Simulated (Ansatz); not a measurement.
The starting structures come from a database of crystals and need not be the phases stable at ambient conditions.

 Where the default PAW files enter, the runs use the earlier of Ansatz's two default sets.

**Evanescent states of NbPO$_{5}$ (P4/n, not sure to be the ambient phase, 14 atoms a cell, 12.8 Å³ an atom, -7 GPa at this level) along the normal of (110)**

Calculation: PBEsol (plane waves, PAW; Ansatz, a first-principles code).

The gap is the functional's own, uncorrected, and κ follows it; spin-orbit coupling is left out. Mid-gap values are interpolated between the computed energies.

Energies count from the valence-band top; κ is the least over a 8×4 mesh across the current.

```csv
E (eV),κ (1/Å),where
0.08,0.209,Γ
0.24,0.313,off Γ
0.40,0.334,Γ
0.56,0.350,Γ
0.72,0.363,Γ
0.88,[?],Γ
1.04,[?],Γ
1.20,[?],Γ
1.36,[?],Γ
1.52,[?],Γ
1.68,[?],Γ
1.84,[?],Γ
2.00,[?],Γ
2.16,[?],Γ
2.32,[?],Γ
2.48,0.339,Γ
2.64,0.315,Γ
2.80,0.282,Γ
2.96,0.235,Γ
3.12,0.155,Γ
```

Fill in the missing entries.


- 0.88, κ (1/Å): 0.374
- 1.04, κ (1/Å): 0.381
- 1.20, κ (1/Å): 0.387
- 1.36, κ (1/Å): 0.390
- 1.52, κ (1/Å): 0.391
- 1.68, κ (1/Å): 0.390
- 1.84, κ (1/Å): 0.387
- 2.00, κ (1/Å): 0.380
- 2.16, κ (1/Å): 0.371
- 2.32, κ (1/Å): 0.357
